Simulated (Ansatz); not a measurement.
Base system: CrPbO3 in the cubic perovskite structure (space group Pm-3m, No. 221; a = 3.827 Å; ferromagnetic; a cell from a computed database, its experimental status unchecked).

The values are results of plane-wave PAW DFT at the PBEsol level (Ansatz, an electronic-structure program, 420 eV), without spin-orbit coupling, not measurements.

Each order is relaxed in cell and atoms; arrows give the starting signs on the magnetic atoms.

One change was made to it. Results:

The shortest interatomic distance decreases by 0.0048 Å (1.913 Å → 1.909 Å); the energy drops by 0.01 eV/atom (to 0.01 eV only: unlike meshes or grids).

What was done to the base?
(A) ↑↓ start, q = (1/2, 1/2, 1/2), 10 atoms
(B) non-magnetic
(C) ↑↓ start, q = (0, 1/2, 1/2), 10 atoms

A, ↑↓ start, q = (1/2, 1/2, 1/2), 10 atoms. For comparison, the shortest interatomic distance in the other runs: ↑↓ start, q = (0, 1/2, 1/2), 10 atoms gives 1.889 Å; non-magnetic gives 1.901 Å.

Other magnetic orders, which the real material may have, were not ruled out. No phonon test of stability was made. No Hubbard U is applied, and correlation can decide whether such a compound is a metal. Spin-polarised in the final run: ↑↓ start, q = (1/2, 1/2, 1/2), 10 atoms, base and ↑↓ start, q = (0, 1/2, 1/2), 10 atoms; the other runs are not. Many cubic perovskites are stable only at high temperature; tilts and polar distortions were not tested.
